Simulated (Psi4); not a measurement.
Psi4 1.11, WB97X/def2-svp: Sr(F)(OH)(OH2)2 ([OH][Sr](<-[OH2])(<-[OH2])[F]), 10 atoms. The geometry is a generated start, not checked to be a minimum at this level.

task: energy
method: wb97x
basis: def2-svp
memory: 3 GB
maxiter: 100
keys of the molecule block: symmetry c1
scf_type: df (default)
e_convergence: 1e-06 (default)
d_convergence: 1e-06 (default)
dft_radial_points: 75 (default)
dft_spherical_points: 302 (default)
effective core potentials: those of the basis set, past Kr
basis functions: 104
grid points: 215198

```xyz
10

Sr    -1.0914    -0.3848     0.4563
F     -1.0466     1.0574    -0.9600
O      1.0536    -0.6401     0.5496
H      1.5111    -1.1848     1.1919
O     -0.4568    -1.5059    -1.6019
H      0.4307    -1.3752    -1.2198
H     -0.5786    -0.6947    -2.1159
O     -0.1540     1.5446     1.5801
H     -0.3009     2.1463     0.8373
H      0.6329     1.0373     1.2825
```

With the defaults (damping_percentage = 0, diis = true, scf_initial_accelerator = adiis, guess = auto, which took SAD, diis_max_vecs = 10, soscf = false, soscf_start_convergence = 0.01) it converges in 9 SCF iterations. One run each on 2 threads, with these changes:
- diis_max_vecs = 6
- soscf = true, soscf_start_convergence = 0.1
- damping_percentage = 20
- damping_percentage = 60, diis = false, scf_initial_accelerator = none
- damping_percentage = 60
- guess = core
- guess = modhuckel
- diis_max_vecs = 20
- guess = sapgau

Q: Which runs fail or end elsewhere than the default run?

A: No convergence: damping_percentage = 60; damping_percentage = 60, diis = false, scf_initial_accelerator = none (the run ends without SCF convergence in 100 iterations). The rest reach the solution of the defaults.

```csv
setting,SCF iterations,JK calls,end
"soscf = true, soscf_start_convergence = 0.1",6,22,same solution
the defaults,9,10,same solution
guess = modhuckel,9,34,same solution
diis_max_vecs = 6,9,10,same solution
diis_max_vecs = 20,9,10,same solution
guess = core,12,12,same solution
guess = sapgau,14,14,same solution
damping_percentage = 20,20,21,same solution
damping_percentage = 60,100,101,no convergence
"damping_percentage = 60, diis = false, scf_initial_accelerator = none",100,101,no convergence
```

An SOSCF iteration holds several JK calls; a Hückel guess adds calls on atoms.
